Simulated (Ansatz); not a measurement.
**Carrier properties of ZnS (P6_3mc)**

Input:

```xyz
4
Lattice="3.8174 0.0000 0.0000 -1.9087 3.3060 0.0000 0.0000 0.0000 6.2606" Properties=species:S:1:pos:R:3 pbc="T T T"
Zn     0.0000     2.2040     0.0016
Zn     1.9087     1.1020     3.1319
S      0.0000     2.2040     2.3461
S      1.9087     1.1020     5.4764
```

Computed with PBEsol, rigid bands (plane waves, PAW, scalar-relativistic; Ansatz, a quantum-chemistry and plane-wave program). Condition of this run: hydrostatic pressure -2 GPa (the target of the relaxation). Geometry: cell and atoms relaxed with PBEsol, then loaded as said.

| Item | Value |
|---|---|
| band gap | 2.04 eV |
| electron conductivity mass (300 K, dilute) | 0.185 (x), 0.185 (y), 0.162 (z) mₑ |
| hole conductivity mass (300 K, dilute) | 0.98 (x), 0.98 (y), 1.50 (z) mₑ |
| effective density of states N_c (300 K) | 1.8e18 cm⁻³ |
| effective density of states N_v (300 K) | 5.9e19 cm⁻³ |
| density-of-states mass, electrons | 0.172 mₑ |
| density-of-states mass, holes | 1.78 mₑ |
| Seebeck coefficient, n-type 1e19 cm⁻³, 300 K | -103 μV/K |
| Seebeck coefficient, p-type 1e19 cm⁻³, 300 K | 371 μV/K |

Rigid bands; masses and Seebeck coefficients take one relaxation time τ for all states and one kind of carrier; polarons and phonon drag are left out. Spin-orbit coupling is left out; where it splits the top of the valence band, N_v and the p-type Seebeck coefficient come out somewhat high without it.
